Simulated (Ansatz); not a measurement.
The starting structures come from a database of crystals and need not be the phases stable at ambient conditions.

 Where the default PAW files enter, the runs use the earlier of Ansatz's two default sets.

The decay constant κ of evanescent states in the gap governs leakage through a thin film.

```
CELL_PARAMETERS angstrom
      3.94429     0.00000     0.00000
      1.97214     5.89561     0.01435
      1.97214    -1.70187     6.58245
ATOMIC_POSITIONS crystal
  Hg 0.50000 0.50000 0.50000
  Pb 0.93122 0.88781 0.24976
  Pb 0.06878 0.11219 0.75024
  Cl 0.72642 0.70367 0.84349
  Cl 0.27358 0.29633 0.15651
  O  0.37437 0.81861 0.43264
  O  0.62563 0.18139 0.56736
```

Space group of this cell: C2/m. The cell was relaxed by PBE-D3(BJ).

Transport runs along the normal of the first two printed cell vectors.

The gap is the functional's own. No spin-orbit coupling. Mid-gap values are interpolated on the energy grid.

Q: Compute, with r2SCAN (Ansatz, a program for electronic structure), the band gap and the smallest decay constant κ at mid-gap.

A: Gap 2.68 eV on a 8×8×8 mesh; κ = 0.325 1/Å, at (0.000, 0.500) of the in-plane reciprocal vectors. At the zone centre, at the nearest computed energy, the slowest state has κ = 0.35 1/Å.
